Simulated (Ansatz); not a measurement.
Ansatz (a program for electronic structure) run on Na2CdSn (P3m1, 8 atoms in the cell): self-consistent single point.

Level of theory: PBEsol, default PAW files made with PBE (plane waves; Ansatz).

```xyz
8
Lattice="4.9704 0.0000 0.0000 -2.4852 4.3045 0.0000 0.0000 0.0000 10.0124" Properties=species:S:1:pos:R:3 pbc="T T T"
Na     2.4852     1.4348     5.8847
Na     0.0000     2.8696     4.1777
Na     0.0000     2.8696     0.8285
Na     2.4852     1.4348     9.1838
Cd     0.0000     0.0000     7.5093
Cd     0.0000     0.0000     2.5031
Sn     0.0000     2.8696     7.5093
Sn     2.4852     1.4348     2.5031
```

Reference input (self-consistent single point, DFT, PBEsol, plane waves, default PAW files made with PBE): basis.ecutwfc = 420 eV; kpoints.mp_grid.grid = 7 7 3; hamiltonian.xc = pbesol; hamiltonian.pseudopotentials = {kind: paw} (the program's default PAW files); scf.occupations.method = fermi_dirac; scf.occupations.width = 0.1 eV. This run's input differs from it in these lines:

Ansatz 0.2 input:
```diff
@@ -17,3 +17,3 @@
 kpoints:
-  mp_grid: { grid: [7, 7, 3] }
+  mp_grid: { grid: [12, 12, 5] }
 hamiltonian:
@@ -22,3 +22,3 @@
 scf:
-  occupations: { method: fermi_dirac, width: 0.1 }
+  occupations: { method: gaussian, width: 0.3 }
 output:
```

Output, abridged:

```
SCF iter   1: F=—  HF=-34172.878936 eV  |F-HF|=—  |Δ(HF+E_count)|=         —  Δρ=4.70e-3  dr2=8.01e-2  ethr=1.77e-3  ⟨swp⟩=7.9  Hψ=19535  notcnv=0
all-band conjugate gradients solve this SCF's bands
preconditioner: auto → LDOS
SCF iter   2: F=—  HF=-34172.864920 eV  |F-HF|=—  |Δ(HF+E_count)|=   1.40e-2  Δρ=3.30e-3  dr2=2.49e-2  ethr=7.70e-5  ⟨swp⟩=2.0  Hψ=9182  notcnv=0
SCF iter   3: F=—  HF=-34172.854531 eV  |F-HF|=—  |Δ(HF+E_count)|=   1.04e-2  Δρ=1.10e-3  dr2=2.11e-3  ethr=2.39e-5  ⟨swp⟩=2.0  Hψ=9079  notcnv=0
SCF iter   4: F=—  HF=-34172.853828 eV  |F-HF|=—  |Δ(HF+E_count)|=   7.03e-4  Δρ=1.86e-4  dr2=9.03e-5  ethr=2.03e-6  ⟨swp⟩=2.0  Hψ=9076  notcnv=0
SCF iter   5: F=—  HF=-34172.853767 eV  |F-HF|=—  |Δ(HF+E_count)|=   6.07e-5  Δρ=3.86e-5  dr2=5.22e-6  ethr=8.68e-8  ⟨swp⟩=2.0  Hψ=7193  notcnv=0
SCF iter   6: F=—  HF=-34172.853767 eV  |F-HF|=—  |Δ(HF+E_count)|=   2.97e-7  Δρ=1.10e-5  dr2=8.59e-7  ethr=5.02e-9  ⟨swp⟩=2.0  Hψ=7170  notcnv=0
SCF iter   7: F=-34172.853767 eV  HF=-34172.853767 eV  |F-HF|=1.24e-8  |Δ(HF+E_count)|=   8.78e-8  Δρ=3.54e-6  dr2=1.64e-8  ethr=9.62e-11  ⟨swp⟩=9.7  Hψ=23924  notcnv=0
SCF 1 converged in 7 iterations: F = -34172.853767 eV  dr2 = 1.64e-8
Free energy (F): -34172.853767 eV
Internal energy: -34172.815237 eV  (E = F + TS)
E sigma→0 (E₀):  -34172.834502 eV
Entropy (-TS):   -0.038530 eV (-4.816 meV/atom)
Fermi energy:    6.992697 eV
--- Forces (eV/Å), atoms counted from 1 ---
  atom   1  Na    -0.00000000     0.00000000    -0.12893633
  atom   2  Na     0.00000000    -0.00000000     0.04435550
  atom   3  Na    -0.00000000    -0.00000000    -0.03085940
  atom   4  Na     0.00000000     0.00000000     0.06178337
  atom   5  Cd    -0.00000000    -0.00000000     0.01383180
  atom   6  Cd     0.00000000     0.00000000    -0.00226742
  atom   7  Sn     0.00000000     0.00000000     0.02093605
  atom   8  Sn     0.00000000    -0.00000000     0.02114587
--- Stress (GPa, compression-positive) ---
       -0.079086       0.000000      -0.000000
        0.000000      -0.079086       0.000000
       -0.000000       0.000000       0.237209
  P = ⅓ Tr σ = 0.0263 GPa (0.263 kbar)
  The stress holds the Pulay correction. Without it, at fixed plane waves, as pw.x and ABINIT print it: P = 0.0107 GPa
```

The run converged in 7 iterations. Against the reference run the free energy falls by 4.5 meV/atom, the pressure moves little (0.01 to 0.03 GPa) and the largest force hardly changes (0.127 to 0.129 eV/Å).

The starting cell comes from a database of computed structures (which also holds hypothetical and non-ambient phases and stackings), without a prior relaxation at this level. Its lattice was rescaled by up to half a per cent. One atom was moved a little off its site on purpose. Ansatz's pressure includes its estimate of the finite-basis (Pulay) stress.

Cost on one core of a shared machine: roughly 90 s.
